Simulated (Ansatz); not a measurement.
Given:

```
CELL_PARAMETERS angstrom
      2.85007     0.00000     0.00000
     -1.42503     2.48063     0.00000
      0.00000     0.00000     4.53728
ATOMIC_POSITIONS crystal
  Ti 0.66532 0.33065 0.75000
  Ti 0.33468 0.66935 0.25000
```

No spin polarisation.

All numbers come from Ansatz (a first-principles code) LDA, no spin-orbit coupling. Γ-centred 23×23×13 mesh, Fermi–Dirac width 0.1 eV.

Predict the pressure (mean of the normal stresses, compression positive).

0.6 GPa.

Predict the band gap.

Zero.

Estimate the space group.

Cmcm (No. 63).

The cells carry an imposed strain or load. Whether these cells are dynamically stable was not tested. The final runs are not spin-polarised. The cell was made from Ti in the hcp (Mg type) structure (space group P6_3/mmc, No. 194) by this change: uniaxial strain ε_xx = −0.50 %.
